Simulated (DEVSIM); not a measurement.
System: abrupt GaAs p-n junction, at 350 K.

Layer 1 from the left is GaAs, thickness (μm) 0.900, Na (cm⁻³) 4.6e16, τn (s) 7.6e-9, τp (s) 7.6e-9. Layer 2 from the left is GaAs, thickness (μm) 20.0, Nd (cm⁻³) 7.2e16, τn (s) 7.6e-9, τp (s) 7.6e-9.

Left contact: ohmic. Right contact: ohmic. Voltage is applied to the left contact. Recombination: SRH at mid-gap, radiative. Mobility is μmin + (μ − μmin)/(1 + (N/Nref)^α).

This is a model device: material constants are rounded textbook-type values typed into the input, and sizes, dopings and lifetimes were drawn at random. Values at 300 K; Nc and Nv go as T^1.5, mobilities as T to minus their exponent, the gap by Varshni's rule with the affinity fixed.

GaAs: gap (eV) 1.424, affinity (eV) 4.07, permittivity 12.9, Nc (cm⁻³) 4.7e17, Nv (cm⁻³) 9e18, μn (cm²/Vs) 8500, μp (cm²/Vs) 400, μn,min 500, μp,min 20, Nref,n 6e16, Nref,p 1.5e17, αn 0.39, αp 0.38, T exponent of μn 2.1, T exponent of μp 2.2, B (cm³/s) 2e-10, Varshni α (eV/K) 0.000541, Varshni β (K) 204.

### Question
Estimate by hand the built-in potential, the peak field at zero bias, the capacitance at -1.5 V, and compare with a numerical solution.

### Answer

- Built-in potential: ni = √(Nc Nv) exp(−Eg/2kT) = 2.12e8 cm⁻³ with Eg = 1.401 eV; Vbi = kT/q ln(Na Nd/ni²) = 1.171 V; numerical 1.171 V.
- Peak field at zero bias: depletion approximation: W = √(2εVbi/(qN)) = 0.244 μm with N = 2.81e16 cm⁻³; field = 2Vbi/W = 96000 V/cm; numerical 93500 V/cm (estimate above by 2.7 %).
- Capacitance at -1.5 V: C = √(qεN / 2(Vbi + |V|)) = 31.0 nF/cm²; numerical 31.4 nF/cm² (estimate below by 1.1 %).

Simulated with DEVSIM: 1D drift-diffusion, Boltzmann statistics, complete ionisation; no tunnelling, impact ionisation, image-force lowering or self-heating.
